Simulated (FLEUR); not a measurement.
Convergence study of the basis cutoff for Sr (Fm-3m, 1 atom in the cell)

```
Sr
1.0
    0.00000     3.03088     3.03088
    3.03088     0.00000     3.03088
    3.03088     3.03088     0.00000
Sr
1
Direct
  0.00000   0.00000   0.00000
```

Method: PBE, all-electron FLAPW (FLEUR), scalar-relativistic valence.

Base settings: Kmax = 3.8 1/bohr; GmaxXC = 15.2 1/bohr; xcFunctional = pbe; jspins = 1; l_soc = F; mode = hist; fermiSmearingEnergy = 0.00367493 Htr; mesh (inpgen div1-3) = 3 3 3; inpgen gamma flag = false; Gmax = 15.2 1/bohr.

Moved along: Gmax, GmaxXC.

The second cell is the first with its lattice scaled by 0.98.

The mesh stays at the base's, so the ladder's end is converged at best in this setting alone.

Only quantities that move along the ladder and can be compared are tabulated; the gap is left out on so coarse a mesh.

The starting cell has typed, rounded lattice constants, without a prior relaxation at this level. Its lattice was rescaled by up to half a per cent. Values depend on the basis (sphere radii, cutoffs, local orbitals), which need not be converged.

Steps (Kmax): 2.25 1/bohr; 2.4 1/bohr; 2.55 1/bohr; 2.69 1/bohr; 2.82 1/bohr; 2.94 1/bohr; 3.18 1/bohr; 3.4 1/bohr; 3.6 1/bohr; 3.8 1/bohr; 3.99 1/bohr; 4.16 1/bohr; 4.42 1/bohr; 4.65 1/bohr; 5.03 1/bohr.

Task: What is the coarsest Kmax that holds the free energy within 5 meV/atom of the last step, with all finer ones?

Result: 3.4 1/bohr; the step before is off by 10 meV/atom.

Task: What is the coarsest Kmax that holds the energy of the compressed cell less the first within 2 meV/atom of the last step, with all finer ones?

Result: 2.94 1/bohr; the step before is off by 4.4 meV/atom.

```csv
Kmax,free energy less the last step's (meV/atom),energy of the compressed cell less the first (meV/atom)
2.25 1/bohr,670.25,-12.12
2.4 1/bohr,326.37,19.68
2.55 1/bohr,199.68,-6.40
2.69 1/bohr,95.16,19.86
2.82 1/bohr,54.16,12.21
2.94 1/bohr,33.95,15.09
3.18 1/bohr,10.23,18.09
3.4 1/bohr,3.62,16.54
3.6 1/bohr,1.39,16.49
3.8 1/bohr,0.48,16.66
3.99 1/bohr,0.16,16.65
4.16 1/bohr,0.07,16.63
4.42 1/bohr,0.02,16.62
4.65 1/bohr,0.01,16.62
5.03 1/bohr,0.00,16.62
```

The energy difference between the two cells stays within 1 meV/atom of the last step's from 3.4 1/bohr on, the total only from 3.8 1/bohr on: much of the error is common to both cells and cancels.
